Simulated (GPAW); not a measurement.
Band structure of CdF2 (Fm-3m, 3 atoms in the cell).

```yaml
crystal:
  lattice:
    - [0.00000, 2.69188, 2.69188]
    - [2.69188, 0.00000, 2.69188]
    - [2.69188, 2.69188, 0.00000]
  atoms:
    - { symbol: Cd, position: [0.00000, 0.00000, 0.00000] }
    - { symbol: F, position: [0.25000, 0.25000, 0.25000] }
    - { symbol: F, position: [0.75000, 0.75000, 0.75000] }
```

Method of the run: PBE, GPAW PAW datasets PBE (gpaw-data 1.0.1) (plane waves; GPAW).

Settings: mode = pw; ecut = 950 eV; xc = PBE; kpts = 7 7 7; mesh shift (steps) = 0 0 0; occupations.name = fermi-dirac; occupations.width = 0 eV; nbands = -6; convergence.forces = 0.001 eV/Å; convergence.bands = -4; symmetry.symmorphic = false; symmetry.tolerance = 0.0005; maxiter = 150; bandpath_npoints = 40.

The starting cell comes from a database of computed structures (which also holds hypothetical and non-ambient phases and stackings), without a prior relaxation at this level. Its lattice was rescaled by a random factor within 2.5 % of one.

Question: Predict the gap along the standard path and the places of the band edges.

Answer: The gap along the path is 3.08 eV, from W to Γ; the smallest direct gap on it is 3.55 eV.

Levels in eV from the top of the valence band on the SCF mesh, bands 10 to 17:
| point | 10 | 11 | 12 | 13 | 14 | 15 | 16 | 17 |
|---|---|---|---|---|---|---|---|---|
| Γ | -0.95 | -0.41 | -0.41 | -0.41 | 3.14 | 12.72 | 12.72 | 12.72 |
| X | -2.94 | -0.48 | -0.03 | -0.03 | 8.09 | 9.70 | 12.00 | 14.33 |
| W | -1.48 | -1.48 | -0.57 | 0.06 | 8.16 | 11.56 | 11.74 | 11.74 |
| K | -2.25 | -0.92 | -0.30 | -0.14 | 8.04 | 10.79 | 11.19 | 14.51 |
| L | -1.82 | -1.82 | -0.32 | -0.32 | 7.25 | 9.20 | 14.54 | 14.54 |
| U | -2.25 | -0.92 | -0.30 | -0.14 | 8.04 | 10.79 | 11.19 | 14.51 |
